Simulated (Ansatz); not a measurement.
## Quick settings and what they miss: Zr3Al (P6_3/mmc, 8 atoms in the cell)

Self-consistent single point.

```
CELL_PARAMETERS angstrom
      6.34761     0.00000     0.00000
     -3.17381     5.49719     0.00000
      0.00000     0.00000     5.18229
ATOMIC_POSITIONS crystal
  Zr 0.34390 0.17195 0.75000
  Zr 0.65610 0.82805 0.25000
  Zr 0.17195 0.34390 0.25000
  Zr 0.82805 0.65610 0.75000
  Zr 0.82805 0.17195 0.75000
  Zr 0.17195 0.82805 0.25000
  Al 0.66667 0.33333 0.25000
  Al 0.33333 0.66667 0.75000
```

Computed with PBEsol, PAW files made with PBE (plane waves; Ansatz, a first-principles code).

Base settings: basis.ecutwfc = 420 eV; kpoints.mp_grid.grid = 5 5 5; hamiltonian.xc = pbesol; hamiltonian.pseudopotentials = {kind: paw} (the program's default PAW files); scf.occupations.method = cold; scf.occupations.width = 0.272 eV.

Tight run (finer mesh or higher cutoff; not a proven limit): basis.ecutwfc: 420 eV → 590 eV; kpoints.mp_grid.grid: 5 5 5 → 7 7 7; scf.convergence.dr2_threshold: default (1e-07 eV) → 1e-09 eV. It gave Fermi level (on the code's own zero) 11.72 eV; pressure -9.12 GPa; largest force (vector length) 0.073 eV/Å.

Quick runs, as changes from the base:
- A: the base itself
- B: basis.ecutwfc: 420 eV → 250 eV; kpoints.mp_grid.grid: 5 5 5 → 3 3 3; scf.occupations.method: cold → gaussian; scf.occupations.width: 0.272 eV → 0.136 eV; scf.convergence.dr2_threshold: default (1e-07 eV) → 0.001 eV
- C: basis.ecutwfc: 420 eV → 295 eV; kpoints.mp_grid.grid: 5 5 5 → 4 4 4; hamiltonian.xc: pbesol → lda; scf.occupations.width: 0.272 eV → 0.2 eV [LDA (PW92)]
- D: basis.ecutwfc: 420 eV → 335 eV; kpoints.mp_grid.grid: 5 5 5 → 6 6 6; hamiltonian.xc: pbesol → lda; scf.occupations.method: cold → gaussian [LDA (PW92)]
- E: basis.ecutwfc: 420 eV → 250 eV; kpoints.mp_grid.grid: 5 5 5 → 1 1 1; hamiltonian.xc: pbesol → lda [LDA (PW92)]

Energies are extrapolated to zero smearing width, which holds to low order in the width alone.

Dashes: energy of C, D, E, another energy zero.

† marks runs with another functional, U, potentials or spin treatment: their distance from the tight run is not a convergence error alone.

The count of work is k-points × plane waves × bands × iterations; it is no time. 

Pressures in the table are Ansatz's without its Pulay estimate, at a fixed set of plane waves; the tight run's value above holds the estimate.

The starting cell comes from a database of computed structures (which also holds hypothetical and non-ambient phases and stackings), without a prior relaxation at this level. Its lattice was rescaled by a random factor within 2.5 % of one. In the base run, with a pressure of about -9 GPa the cell is away from its equilibrium volume at this level.

| run | energy less tight (meV/atom) | pressure less tight (GPa) | largest miss in a force vector (eV/Å) | count of work / tight |
|---|---|---|---|---|
| A | -0.7 | 0.00 | 0.015 | 0.22 |
| B | 101.9 | -4.65 | 0.104 | 0.036 |
| C† | – | -3.54 | 0.009 | 0.10 |
| D† | – | -2.43 | 0.001 | 0.30 |
| E† | – | -12.62 | 1.232 | 0.0069 |

Among the runs at the tight run's level, the energy misses run from 0.7 to 101.9 meV/atom.

Left out of this page: 1 run of the series unsound by tests on forces, stress, charge or solver warnings.

Keys are those of Ansatz 0.2.
